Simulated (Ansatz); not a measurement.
Input:

```yaml
crystal:
  lattice:
    - [3.16133, 0.00000, 0.00000]
    - [-1.58067, 2.73780, 0.00000]
    - [0.00000, 0.00000, 5.14811]
  atoms:
    - { symbol: Ga, position: [0.66667, 0.33333, 0.00099] }
    - { symbol: Ga, position: [0.33333, 0.66667, 0.50099] }
    - { symbol: N, position: [0.66667, 0.33333, 0.62421] }
    - { symbol: N, position: [0.33333, 0.66667, 0.12421] }
```

No spin polarisation.

All numbers come from plane-wave PAW DFT at the r2SCAN level (Ansatz, a first-principles code, 500 eV), no spin-orbit coupling, earlier PAW set. Settings: 12×12×7 k-points, 0.05 eV Fermi–Dirac smearing.

Q: What is the computed valence-band top at Γ (three highest levels, from the VBM)?

A: 0.00, 0.00, -0.04 eV.

Q: What is the computed band gap?

A: 2.50 eV.

Q: What space group does the calculation give?

A: P6_3mc (No. 186).

The cells carry an imposed strain or load. Whether these cells are dynamically stable was not tested. The cell was made from GaN in the wurtzite structure (space group P6_3mc, No. 186) by this change: isotropic strain −0.69 %.
